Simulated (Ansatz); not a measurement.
Functionals compared on a constructed model of the (0001) surface of hcp Os, a pseudomorphic layer of Ge in the host's stacking (bottom of the slab: a bare face, its two planes held), in Ansatz (plane waves, PAW). The structure was relaxed with PBE; the other rows are single points on it. Cutoff 420 eV (500 eV for r2SCAN).

Model: 7-atom slab, 13.1 Å thick at the start, 16x16x1 mesh, Fermi-Dirac 0.1 eV, dipole correction, 2 atoms held, the rest relaxed; symmetry of the start imposed; no spin, no spin-orbit, no U. It is one candidate, not shown to be the stable structure of the face. These notes are the PBE run's.

```csv
functional,work function of the top face (eV),rough cost of the single point
PBE,4.45,–
RPBE,4.35,very roughly 23 core-seconds
r2SCAN,___,around 40 core-seconds (rough)
```

Task: Some entries are withheld; supply them.

Result: 
- r2SCAN, work function of the top face (eV): 4.62

Ansatz is an electronic-structure program.
